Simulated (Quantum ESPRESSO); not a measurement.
Worked example: self-consistent single point of HfSiO4 (I4_1/amd, 12 atoms in the cell) in Quantum ESPRESSO.

Method: LDA (PZ), GBRV 1.5 ultrasoft (LDA) pseudopotentials (plane waves; Quantum ESPRESSO).

```yaml
crystal:
  lattice:
    - [3.27670, -3.27670, 2.98224]
    - [3.27670, 3.27670, 2.98224]
    - [-3.27670, -3.27670, 2.98224]
  atoms:
    - { symbol: Hf, position: [0.00000, 0.00000, 0.00000] }
    - { symbol: Hf, position: [0.50000, 0.25000, 0.75000] }
    - { symbol: Si, position: [0.50000, 0.75000, 0.25000] }
    - { symbol: Si, position: [0.00000, 0.50000, 0.50000] }
    - { symbol: O, position: [0.18511, 0.31920, 0.13409] }
    - { symbol: O, position: [0.31489, 0.75431, 0.06920] }
    - { symbol: O, position: [0.81489, 0.31920, 0.50431] }
    - { symbol: O, position: [0.68511, 0.38409, 0.06920] }
    - { symbol: O, position: [0.31489, 0.93080, 0.61591] }
    - { symbol: O, position: [0.81489, 0.86591, 0.68080] }
    - { symbol: O, position: [0.68511, 0.93080, 0.24569] }
    - { symbol: O, position: [0.18511, 0.49569, 0.68080] }
```

Reference input (self-consistent single point, DFT, LDA (PZ), plane waves, GBRV 1.5 ultrasoft (LDA) pseudopotentials): ecutwfc = 40 Ry; ecutrho = 320 Ry; occupations = fixed; potentials = {Hf: hf_lda_v1.uspp.F.UPF, Si: si_lda_v1.uspp.F.UPF, O: o_lda_v1.2.uspp.F.UPF}; K_POINTS = automatic 3 3 3 0 0 0; nbnd = 46; conv_thr = 1e-10 Ry. This run's input differs from it in these lines:

```diff
@@ -15,4 +15,4 @@
    ntyp = 3,
-   ecutwfc = 40,
-   ecutrho = 320,
+   ecutwfc = 46,
+   ecutrho = 368,
    occupations = 'fixed',
```

Output (repeated stretches shortened):

```
     Self-consistent Calculation

     iteration #  1     ecut=    46.00 Ry     beta= 0.70

---- Real-time Memory Report at c_bands before calling an iterative solver
           679 MiB given to the printing process from OS
           106 MiB allocation reported by mallinfo(arena+hblkhd)
------------------

     negative rho (up, down):  2.219E-01 0.000E+00

     total energy              =    -595.71398588 Ry
     estimated scf accuracy    <       2.02413648 Ry

     iteration #  2     ecut=    46.00 Ry     beta= 0.70

---- Real-time Memory Report at c_bands before calling an iterative solver
   [... lines left out ...]
           747 MiB given to the printing process from OS
           133 MiB allocation reported by mallinfo(arena+hblkhd)
------------------

     negative rho (up, down):  2.301E-01 0.000E+00

     total energy              =    -596.47763616 Ry
     estimated scf accuracy    <          2.9E-09 Ry

     iteration # 10     ecut=    46.00 Ry     beta= 0.70

---- Real-time Memory Report at c_bands before calling an iterative solver
           749 MiB given to the printing process from OS
           134 MiB allocation reported by mallinfo(arena+hblkhd)
------------------

     negative rho (up, down):  2.301E-01 0.000E+00
     End of self-consistent calculation

     highest occupied, lowest unoccupied level (ev):     7.9890   13.4174

!    total energy              =    -596.47763616 Ry
     estimated scf accuracy    <          2.7E-11 Ry

     convergence has been achieved in  10 iterations

     negative rho (up, down):  2.301E-01 0.000E+00

     Forces acting on atoms (cartesian axes, Ry/au):

     atom    1 type  1   force =     0.00000000    0.00000000   -0.00000000
     atom    2 type  1   force =     0.00000000    0.00000000    0.00000000
     atom    3 type  2   force =    -0.00000000   -0.00000000    0.00000000
     atom    4 type  2   force =     0.00000000    0.00000000   -0.00000000
     atom    5 type  3   force =     0.00224790    0.00000000   -0.00662737
     atom    6 type  3   force =     0.00000000    0.00224790   -0.00662737
   [... lines left out ...]
     Total force =     0.019794     Total SCF correction =     0.000014
   [... lines left out ...]

     negative rho (up, down):  2.301E-01 0.000E+00
          total   stress  (Ry/bohr**3)                   (kbar)     P=      -47.64
  -0.00029699   0.00000000   0.00000000          -43.69        0.00        0.00
   0.00000000  -0.00029699  -0.00000000            0.00      -43.69       -0.00
   0.00000000   0.00000000  -0.00037747            0.00        0.00      -55.53

   JOB DONE.
```

The run converged in 10 iterations. Against the reference run the free energy goes down by 3.5 meV/atom, the pressure hardly changes (-4.80 to -4.76 GPa), the largest force hardly changes (0.181 to 0.180 eV/Å) and the gap on the mesh hardly changes (5.429 to 5.428 eV).

The starting cell comes from a database of computed structures (which also holds hypothetical and non-ambient phases and stackings), without a prior relaxation at this level. Spin-orbit coupling is off.

Cost on one core of a shared machine: roughly 90 s.
